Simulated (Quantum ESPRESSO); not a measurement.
**Quick settings and what they miss: LiMnTe₂ (P3m1, 4 atoms in the cell)**

Self-consistent single point.

```
LiMnTe2
1.0
    4.30429     0.00000     0.00000
   -2.15214     3.72763     0.00000
    0.00000     0.00000     7.32169
Li Mn Te
1 1 2
Direct
  0.00000   0.00000   0.79697
  0.33333   0.66667   0.34877
  0.33333   0.66667   0.99730
  0.66667   0.33333   0.50966
```
Moments meant for the start (each program seeds them in its own way; μB, in the order of the atoms Li Mn Te Te): 0.0 4.0 0.0 0.0.

Method of the run: PBEsol, SSSP 1.1.2 efficiency (PBE) pseudopotentials (plane waves; Quantum ESPRESSO).

Base settings: ecutwfc = 50 Ry; ecutrho = 400 Ry; occupations = smearing; smearing = methfessel-paxton; degauss = 0.0036749 Ry; nspin = 2; input_dft = pbesol; potentials = {Li: li_pbe_v1.4.uspp.F.UPF, Mn: mn_pbe_v1.5.uspp.F.UPF, Te: Te_pbe_v1.uspp.F.UPF}; K_POINTS = automatic 6 6 3 0 0 0; conv_thr = 1e-10 Ry; mixing_beta = 0.5.

Tight run (finer mesh or higher cutoff; not a proven limit): ecutwfc: 50 Ry → 70 Ry; ecutrho: 400 Ry → 560 Ry; conv_thr: 1e-10 Ry → 7.3e-11 Ry; K_POINTS: automatic 6 6 3 0 0 0 → automatic 9 9 5 0 0 0. It gave Fermi level (on the code's own zero) 4.17 eV; pressure -2.96 GPa; largest force (vector length) 0.246 eV/Å; size of the cell's spin moment 4.01 μB; site moments (μB, in the program's spheres or projections) Li 0.00, Mn 3.95, Te -0.17, Te -0.04.

Quick runs, as changes from the base:
- A: the base itself
- B: ecutwfc: 50 Ry → 30 Ry; ecutrho: 400 Ry → 240 Ry; K_POINTS: automatic 6 6 3 0 0 0 → automatic 1 1 1 1 1 1
- C: ecutwfc: 50 Ry → 35 Ry; ecutrho: 400 Ry → 280 Ry; K_POINTS: automatic 6 6 3 0 0 0 → automatic 4 4 4 0 0 0
- D: K_POINTS: automatic 6 6 3 0 0 0 → automatic 4 4 4 1 1 1

Dashes: time of B, under 30 s.

The count of work is k-points × plane waves × bands × iterations; it is no time. Core times come from one kind of shared machine and are given to one figure; runs under 30 s give none.

The starting cell comes from a database of computed structures (which also holds hypothetical and non-ambient phases and stackings), without a prior relaxation at this level. Its lattice was rescaled by a random factor within 2.5 % of one. With one magnetic atom in the cell only a parallel order is possible.

```
run  energy less tight (meV/atom)  pressure less tight (GPa)  largest miss in a force vector (eV/Å)  count of work / tight  core time / tight (rough)
---  ----------------------------  -------------------------  -------------------------------------  ---------------------  -------------------------
A                             1.6                       0.05                                  0.071                   0.22                        0.3
B                           -83.5                      -3.77                                  0.524                 0.0062                          –
C                            -4.6                      -0.40                                  0.035                  0.092                        0.1
D                             6.3                       0.06                                  0.017                   0.25                        0.3
```

Among the runs at the tight run's level, the energy misses run from 1.6 to 83.5 meV/atom.

Left out of this page: 2 runs of the series outside the window shown, repeating another row's setting, or not comparable.
